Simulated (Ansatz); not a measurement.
PbS (Cmcm, No. 63, 4 atoms in the cell; start mp-1018115; high-pressure phase) was calculated with HSE06 in Ansatz (plane waves, PAW).

Numerical settings: plane-wave cutoff 500 eV, 6×6×6 k mesh, gaussian smearing 0.02 eV, scalar-relativistic PAW data made under PBE.

Cell (relaxed at this level):

```xyz
4
Lattice="2.0833 -6.0763 0.0000 2.0833 6.0763 0.0000 0.0000 0.0000 4.2572" Properties=species:S:1:pos:R:3 pbc="T T T"
Pb     2.0833    -4.4638     3.1929
Pb     2.0833     4.4638     1.0643
S      2.0833    -1.7985     3.1929
S      2.0833     1.7985     1.0643
```

Question: Predict the band gap.

Answer: 
- band gap: 1.73 eV (on the SCF k mesh)

Note: the relaxation could not lower the start's symmetry, so the cell can be a saddle point above a distorted one; the cell has widely spaced layers and the level no dispersion term, so their spacing and the moduli can rest on weak binding.

Spin–orbit coupling is not included; with these elements it can move the gap by several tenths of an eV or more.

Computed values are for the static lattice.

The result took around 40 core-minutes (rough).

A start named mp-… is a Materials Project structure, which need not be a measured phase.

Ansatz is a first-principles code.
